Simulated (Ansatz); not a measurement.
Take MgTe in the wurtzite structure (space group P6_3mc, No. 186; a = 4.6086 Å, c = 7.5008 Å) as the base.

(Cell as relaxed with PBE.)

Levels (all Ansatz, an electronic-structure program, PAW, earlier PAW set): PBE (420 eV, spin-orbit coupling left out); PBEsol (420 eV, spin-orbit coupling left out).

Each level relaxes its own structure.

| quantity | PBE | PBEsol |
|---|---|---|
| volume per atom | 34.49 Å³ | [?] |
| lattice parameter a | 4.609 Å | [?] |
| lattice parameter c | 7.501 Å | [?] |

Given the PBE results, estimate those of PBEsol.


- volume per atom, PBEsol: 33.38 Å³
- lattice parameter a, PBEsol: 4.561 Å
- lattice parameter c, PBEsol: 7.413 Å

PBE's volume per atom lies 1.11 Å³ above PBEsol's (3.3 %); PBE's lattice parameter a lies 0.048 Å above PBEsol's (1.0 %); PBE's lattice parameter c lies 0.088 Å above PBEsol's (1.2 %). Neither level is exact; PBEsol is the comparison here, not a measurement.

Stability against distortions was not tested.
